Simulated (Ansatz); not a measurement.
ZrSe2 in the CdI2 type structure (space group P-3m1, No. 164; layered, stacked along the Cartesian z axis)

```cif
data_Se2Zr
_chemical_formula_sum 'Zr1 Se2'
_space_group_name_H-M_alt 'P-3m1'
_space_group_IT_number 164
_space_group_name_Hall '-P 3 2"'
_cell_length_a 3.66191
_cell_length_b 3.66191
_cell_length_c 5.84167
_cell_angle_alpha 90.000
_cell_angle_beta 90.000
_cell_angle_gamma 120.000
loop_
_atom_site_label
_atom_site_type_symbol
_atom_site_symmetry_multiplicity
_atom_site_Wyckoff_symbol
_atom_site_fract_x
_atom_site_fract_y
_atom_site_fract_z
_atom_site_occupancy
Zr1 Zr 1 a 0.00000 0.00000 0.00000 1
Se1 Se 2 d 0.33333 0.66667 0.27503 1
```

Level of theory: PBEsol-D3(BJ)/PAW in Ansatz (a first-principles code), no spin-orbit coupling. Settings: 15×15×8 k-points, 0.05 eV Fermi–Dirac smearing.

```json
{
  "volume_per_atom": "22.61 Å³",
  "density": "6.10 g/cm³",
  "band_gap": "zero",
  "total_energy": "-4994.091 eV/atom (σ→0; compares only within this code and set-up)"
}
```

No phonon test of stability was made. All final runs are without spin polarisation. The zero or small gap of ZrSe2 can change with the level of theory.
